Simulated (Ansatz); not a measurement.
Base system: GaCuSe$_{2}$ in the chalcopyrite structure (space group I-42d, No. 122; a = 5.5700 Å, c = 11.0748 Å).

The values are results of PBEsol, PAW, 420 eV (Ansatz, a quantum-chemistry and plane-wave program; scalar-relativistic without spin-orbit coupling), not measurements.

One change was made to it. Results:

```tsv
quantity	base	after
valence-band top at Γ (three highest levels, from the VBM)	0.00, -0.09, -0.09 eV	0.00, -0.10, -0.10 eV
volume per atom	21.47 Å³	17.62 Å³
band gap	0.12 eV	1.07 eV
width of the top valence band	1.02 eV	1.53 eV
```

Problem. Which change produced these results?
A) pressure 4.5 GPa
B) pressure 2.1 GPa
C) pressure 22.5 GPa

Solution. C, pressure 22.5 GPa. For comparison, the band gap in the other runs: pressure 4.5 GPa gives 0.36 eV; pressure 2.1 GPa gives 0.24 eV.

Load acts through the strain it causes; cell and atoms are relaxed under it. Stability against distortions was not tested. Competing high-pressure phases were not computed. The final runs are not spin-polarised. A zero or small gap of GaCuSe2 can be the functional's error rather than a property of the material.
